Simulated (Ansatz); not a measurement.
# SnSe2, response to strain

Consider SnSe₂ in the CdI2 type structure (space group P-3m1, No. 164; layered, stacked along the Cartesian z axis).

```yaml
crystal:
  lattice:
    - [3.79364, 0.00000, 0.00000]
    - [-1.89682, 3.28539, 0.00000]
    - [0.00000, 0.00000, 5.74382]
  atoms:
    - { symbol: Sn, position: [0.00000, 0.00000, 0.00000] }
    - { symbol: Se, position: [0.33333, 0.66667, 0.27602] }
    - { symbol: Se, position: [0.66667, 0.33333, 0.72398] }
```

Cartesian axes are those of the cell as printed.

Strains are applied to the cell and any free atomic positions relax.

All numbers come from PBEsol-D3(BJ) (Ansatz, a program for electronic structure, PAW, scalar-relativistic without spin-orbit coupling).

Notes on the quantities. pressure: mean of the normal stresses, compression positive; energy relative to the base: free energy F.

```
variant                         pressure  energy relative to the base  shortest interatomic distance
------------------------------  --------  ---------------------------  -----------------------------
base                             0.0 GPa                   0 meV/atom                        2.704 Å
uniaxial strain ε_xx = −3.00 %   1.9 GPa                +8.1 meV/atom                        2.677 Å
uniaxial strain ε_xx = −2.50 %   1.6 GPa                +5.5 meV/atom                        2.681 Å
uniaxial strain ε_xx = −2.00 %   1.2 GPa                +3.5 meV/atom                        2.686 Å
uniaxial strain ε_xx = −1.50 %   0.9 GPa                +1.9 meV/atom                        2.690 Å
uniaxial strain ε_xx = −1.00 %   0.6 GPa                +0.9 meV/atom                        2.695 Å
uniaxial strain ε_xx = −0.50 %   0.3 GPa                +0.2 meV/atom                        2.699 Å
uniaxial strain ε_xx = +1.00 %  -0.6 GPa                +0.8 meV/atom                        2.703 Å
uniaxial strain ε_xx = +2.50 %  -1.4 GPa                +4.9 meV/atom                        2.701 Å
uniaxial strain ε_xx = +3.00 %  -1.6 GPa                +6.9 meV/atom                        2.700 Å
```

A case with no gap was solved on a k-mesh chosen for an insulator, which is coarse for it. Stability against distortions was not tested. All final runs are without spin polarisation.
